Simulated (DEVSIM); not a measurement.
Structure: Pt/HfO2/p-Ge capacitor, at 250 K.

| layer (left to right) | material | thickness (nm) | Na (cm⁻³) |
|---|---|---|---|
| 1 | HfO2 | 20.0 | - |
| 2 | Ge | 4000 | 2.2e16 |

Metal gate on the left, work function 5.6 eV. Fixed charge at the semiconductor interface 2.8e12 cm⁻² (in units of +e); no interface traps.

Constants are typed, rounded textbook-type inputs, not results; the design itself was drawn at random and stands for no fabricated device. Values at 300 K; Nc and Nv go as T^1.5, mobilities as T to minus their exponent, the gap by Varshni's rule with the affinity fixed.

| parameter | HfO2 | Ge |
|---|---|---|
| gap (eV) | 5.7 | 0.664 |
| affinity (eV) | 2.5 | 4 |
| permittivity | 22 | 16 |
| Nc (cm⁻³) | - | 1.04e19 |
| Nv (cm⁻³) | - | 6e18 |
| Varshni α (eV/K) | - | 0.000477 |
| Varshni β (K) | - | 235 |

Simulated with DEVSIM: 1D Poisson equation in equilibrium, Boltzmann statistics, complete ionisation; no quantum confinement or tunnelling. Metal contacts follow the ideal Schottky-Mott rule: no Fermi-level pinning, no interface dipoles.

The interface trap density was swept, all else fixed.

```csv
interface trap density (cm^-2 eV^-1),minimum of the low-frequency capacitance (μF/cm²),threshold voltage (band bending 2φF) (V),flat-band voltage (V)
0,0.0804,1.08,0.57
1e10,0.0818,1.08,0.57
1e11,0.0937,1.08,0.57
3e11,0.119,1.08,0.55
1e12,0.198,1.09,0.51
2e12,0.288,1.11,0.45
```

From the first row to the last the minimum of the low-frequency capacitance goes from 0.0804 to 0.288. From the first row to the last the threshold voltage (band bending 2φF) goes from 1.08 to 1.11.
